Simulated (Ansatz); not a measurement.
A set of cells, compared by their band gap.

Cell A: Sb2O3 (Fd-3m), 20 atoms in the cell, k-point mesh 5×5×5 on the run's own vectors.
```cif
data_O48Sb32
_chemical_formula_sum 'Sb32 O48'
_space_group_name_H-M_alt 'Fd-3m :1'
_space_group_IT_number 227
_space_group_name_Hall 'F 4d 2 3 -1d'
_cell_length_a 11.15124
_cell_length_b 11.15124
_cell_length_c 11.15124
_cell_angle_alpha 90.000
_cell_angle_beta 90.000
_cell_angle_gamma 90.000
loop_
_atom_site_label
_atom_site_type_symbol
_atom_site_symmetry_multiplicity
_atom_site_Wyckoff_symbol
_atom_site_fract_x
_atom_site_fract_y
_atom_site_fract_z
_atom_site_occupancy
Sb1 Sb 32 e 0.38484 0.38484 0.38484 1
O1 O 48 f 0.00000 0.00000 0.31367 1
```
(The calculation used a cell of 20 atoms; values per cell refer to that cell.)

Cell B: Sb2O3 (Pccn), 20 atoms in the cell, k-point mesh 7×6×3 on the run's own vectors.
```xyz
20
Lattice="-4.9185 0.0000 0.0000 0.0000 0.0000 -5.4123 0.0000 -12.4317 0.0000" Properties=species:S:1:pos:R:3 pbc="T T T"
Sb    -4.7204   -10.8481    -4.4476
Sb    -2.6574    -7.7994    -4.4476
Sb    -2.2612    -1.5835    -3.6708
Sb    -0.1981    -4.6323    -3.6708
Sb    -0.1981    -1.5835    -0.9647
Sb    -2.2612    -4.6323    -0.9647
Sb    -2.6574   -10.8481    -1.7415
Sb    -4.7204    -7.7994    -1.7415
O     -3.6889    -9.3237    -5.2977
O     -1.2296    -3.1079    -2.8208
O     -1.2296    -3.1079    -0.1146
O     -3.6889    -9.3237    -2.5915
O     -4.1760   -11.7038    -0.7840
O     -3.2018    -6.9437    -0.7840
O     -1.7167    -0.7278    -1.9221
O     -0.7426    -5.4880    -1.9221
O     -0.7426    -0.7278    -4.6283
O     -1.7167    -5.4880    -4.6283
O     -3.2018   -11.7038    -3.4902
O     -4.1760    -6.9437    -3.4902
```

Plane-wave PAW calculations with Ansatz (a first-principles code), its default PAW set, cutoff 420 eV, 500 eV for r2SCAN. The structures are at rest with r2SCAN+D4; other levels are single points on them. HSE06 runs on coarser k-point meshes, which give the r2SCAN gaps of the finer ones within 0.03 eV. Neutral cells; Fermi-Dirac smearing of at most 0.05 eV in the solids, energies taken to zero width. The lattices are those relaxed with r2SCAN+D4, so at other levels the solids can be strained, which adds to the spread. Larger cells are relaxed on a coarser mesh till forces fall under 0.03 eV/Å, which some starts already meet. Cells are local rest points, mostly with their start's symmetry. Spin-orbit coupling is left out. A dispersion term ran beside these levels; it doesn't touch the electrons. Gaps are highest filled to lowest empty Kohn-Sham level on the run's k-point mesh, states of defects and surfaces included; edges off the mesh make the true gap smaller, and under 0.08 eV counts as none; a gap is called direct where the least direct separation is within 0.02 eV of it.

Problem. What does r2SCAN give for the band gap of each cell (eV)?

Solution. 
| system | r2SCAN |
|---|---|
| A | 3.54 |
| B | 2.45 |

With r2SCAN the value of A exceeds that of B by 1.09 eV.

Problem. Does the picture change with the functional?

Solution. 
```
system  HSE06
------  -----
A        4.21
B        3.02
```

With HSE06 the value of A exceeds that of B by 1.19 eV.
